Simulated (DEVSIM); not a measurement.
System: Si p-i-n diode, at 300 K.

| layer (left to right) | material | thickness (μm) | Nd (cm⁻³) | Na (cm⁻³) | τn (s) | τp (s) |
|---|---|---|---|---|---|---|
| 1 | Si | 0.180 | - | 2.5e18 | 1.6e-5 | 1.6e-5 |
| 2 | Si | 42.0 | 3.7e13 | - | 1.6e-5 | 1.6e-5 |
| 3 | Si | 1.10 | 1.3e19 | - | 1.6e-5 | 1.6e-5 |

Left contact: ohmic. Right contact: ohmic. Voltage is applied to the left contact. Recombination: SRH at mid-gap, Auger. Mobility is μmin + (μ − μmin)/(1 + (N/Nref)^α).

The device is made up for the run: typed textbook-type constants, with dimensions and the other settings drawn at random. Values at 300 K.

| parameter | Si |
|---|---|
| gap (eV) | 1.124 |
| affinity (eV) | 4.05 |
| permittivity | 11.7 |
| Nc (cm⁻³) | 2.86e19 |
| Nv (cm⁻³) | 3.1e19 |
| μn (cm²/Vs) | 1417 |
| μp (cm²/Vs) | 470 |
| μn,min | 52 |
| μp,min | 45 |
| Nref,n | 9.7e16 |
| Nref,p | 2.2e17 |
| αn | 0.68 |
| αp | 0.72 |
| Cn (cm⁶/s) | 2.8e-31 |
| Cp (cm⁶/s) | 9.9e-32 |

Simulated with DEVSIM: 1D drift-diffusion, Boltzmann statistics, complete ionisation; no tunnelling, impact ionisation, image-force lowering or self-heating.

**Question.** Tabulate band edges, carrier densities and field at 0.9 V on the left contact.

**Answer.** Energies count from the Fermi level of the right contact; mesh points crowd at the junctions.

| x (μm) | Ec (eV) | Ev (eV) | n (cm⁻³) | p (cm⁻³) | field (V/cm) |
|---|---|---|---|---|---|
| 0.000 | 0.159 | -0.965 | < 1e2 | 2.5e18 | ≈ 0 |
| 0.03650 | 0.159 | -0.965 | 2.5e15 | 2.5e18 | ≈ 0 |
| 0.1101 | 0.159 | -0.965 | 7.7e15 | 2.5e18 | ≈ 0 |
| 0.1641 | 0.159 | -0.965 | 1.1e16 | 2.5e18 | -220 |
| 0.2103 | 0.091 | -1.033 | 1.7e17 | 1.8e17 | -770 |
| 0.3127 | 0.091 | -1.034 | 1.8e17 | 1.8e17 | ≈ 0 |
| 0.5905 | 0.091 | -1.033 | 1.8e17 | 1.8e17 | ≈ 0 |
| 1.894 | 0.092 | -1.032 | 1.8e17 | 1.8e17 | ≈ 0 |
| 5.173 | 0.094 | -1.030 | 2.0e17 | 2.0e17 | ≈ 0 |
| 14.06 | 0.100 | -1.024 | 2.3e17 | 2.3e17 | ≈ 0 |
| 30.80 | 0.109 | -1.015 | 2.9e17 | 2.9e17 | ≈ 0 |
| 39.35 | 0.113 | -1.011 | 3.3e17 | 3.3e17 | ≈ 0 |
| 41.17 | 0.114 | -1.010 | 3.4e17 | 3.4e17 | ≈ 0 |
| 41.85 | 0.114 | -1.010 | 3.4e17 | 3.4e17 | ≈ 0 |
| 42.12 | 0.114 | -1.010 | 3.4e17 | 3.4e17 | ≈ 0 |
| 42.17 | 0.102 | -1.022 | 5.4e17 | 2.1e17 | -25000 |
| 42.21 | 0.020 | -1.104 | 1.3e19 | 8.6e15 | ≈ 0 |
| 42.29 | 0.020 | -1.104 | 1.3e19 | 7.9e15 | ≈ 0 |
| 42.66 | 0.020 | -1.104 | 1.3e19 | 4.8e15 | ≈ 0 |
| 43.06 | 0.020 | -1.104 | 1.3e19 | 1.7e15 | ≈ 0 |
| 43.21 | 0.020 | -1.104 | 1.3e19 | 5.1e14 | ≈ 0 |
| 43.28 | 0.020 | -1.104 | 1.3e19 | < 1e2 | ≈ 0 |
